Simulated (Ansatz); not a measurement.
# Worked sum: formation energy of the neutral Sn_i + 2 V_Si in Si (diamond, Fd-3m)

Consider the formation energy of the neutral Sn_i + 2 V_Si in Si (diamond, Fd-3m). Reaction: Sn (white tin) + 214 Si (diamond) → cell A.

A: a supercell of 216 sites of Si (diamond, Fd-3m) with two empty Si sites amid 4 Si; Sn off the lattice sites (6 Si at 2.87 Å); the closest two of these centres are 1.2 Å apart, the farthest 2.4 Å; spin state with PBE: net moment 1.9 μB a cell.

Setting: static, neutral cells in Ansatz (PAW) whose structures rest at the PBE level. Ansatz (an electronic-structure program) runs with its PAW set soft_1. Other levels take these structures. The lattices are those relaxed with PBE, so at other levels the solids can be strained. Larger cells are relaxed from a start prepared with the learned potential CHGNet till forces fall under 0.03 eV/Å, which some starts already meet. A dispersion term (D3(BJ), or D4 for r2SCAN) was computed beside these levels and is taken off wherever the name lacks it. Space groups of crystals are read within 0.01 Å. Spin-orbit coupling is left out. No search over spin orders was made beyond those shown. Mesh and cell size may move defect energies by 0.1 eV or more.

Total energies of the cells in eV, at zero smearing width. They compare only within one column; the weights balance every element.

```
cell                 atoms    weight         r2SCAN
-------------------  -----  --------  -------------
A: Si:Sn_i + 2 V_Si    215        +1  -142792.54735
Sn (white tin)           2      −1/2   -12077.15274
Si (diamond)           216  −107/108  -138035.19924
```

r2SCAN: (-142792.54735) − 1/2 × (-12077.15274) − 107/108 × (-138035.19924) = 3.125 eV.
